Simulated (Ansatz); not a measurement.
# Convergence series on GeTe5Pb4 (R-3m, 10 atoms in the cell)

```
GeTe5Pb4
1.0
    2.29027     1.32229    18.53221
   -2.29027     1.32229    18.53221
    0.00000    -2.64458    18.53221
Ge Te Pb
1 5 4
Direct
  0.00000   0.00000   0.00000
  0.69482   0.69482   0.69482
  0.30518   0.30518   0.30518
  0.50000   0.50000   0.50000
  0.09774   0.09774   0.09774
  0.90226   0.90226   0.90226
  0.60354   0.60354   0.60354
  0.39646   0.39646   0.39646
  0.20109   0.20109   0.20109
  0.79891   0.79891   0.79891
```

Method: PBEsol, default PAW files made with PBE (plane waves; Ansatz, a program for electronic structure).

The starting cell comes from a database of computed structures (which also holds hypothetical and non-ambient phases and stackings), without a prior relaxation at this level. Spin-orbit coupling is off. Ansatz's pressure includes its estimate of the finite-basis (Pulay) stress.

Held fixed: kpoints.mp_grid.grid = 3 3 3; hamiltonian.xc = pbesol; hamiltonian.pseudopotentials = {kind: paw} (the program's default PAW files); scf.occupations.method = fixed.

ΔF is the free energy per atom less that of the last row (840 eV).

The first pressure column holds Ansatz's estimate of the finite-basis (Pulay) stress, which hides part of the cutoff error; the other is without it.

```csv
basis.ecutwfc,ΔF (meV/atom),pressure (GPa),largest force (eV/Å),gap on the mesh (eV),pressure at a fixed set of plane waves (GPa),plane waves,iterations
170 eV,21143.8,-8.54,1.178,0.865,-428.49,1671,10
210 eV,4465.4,-1.68,0.064,0.679,-124.36,2365,10
250 eV,767.3,-2.27,0.015,0.643,-30.77,2999,9
295 eV,78.1,-2.38,0.013,0.630,-6.43,3861,9
335 eV,7.1,-2.31,0.015,0.630,-2.75,4681,9
380 eV,1.60,-2.31,0.014,0.629,-2.33,5729,8
420 eV,0.98,-2.31,0.014,0.629,-2.33,6619,9
485 eV,0.29,-2.31,0.014,0.629,-2.32,8185,9
545 eV,0.18,-2.31,0.014,0.629,-2.32,9713,9
630 eV,0.06,-2.31,0.014,0.629,-2.32,12135,9
735 eV,0.02,-2.31,0.014,0.629,-2.32,15219,9
840 eV,0.00,-2.31,0.014,0.629,-2.32,18591,9
```

Pressure within 0.5 GPa of the last row: from basis.ecutwfc = 250 eV on; the one before it is off by 0.64 GPa. The value it settles on is -2.3 GPa at this level of theory and with the other settings as held.

The gap is read on the k-point mesh of the run and can differ from the gap over the whole zone at this level.

Keys are those of Ansatz 0.2.
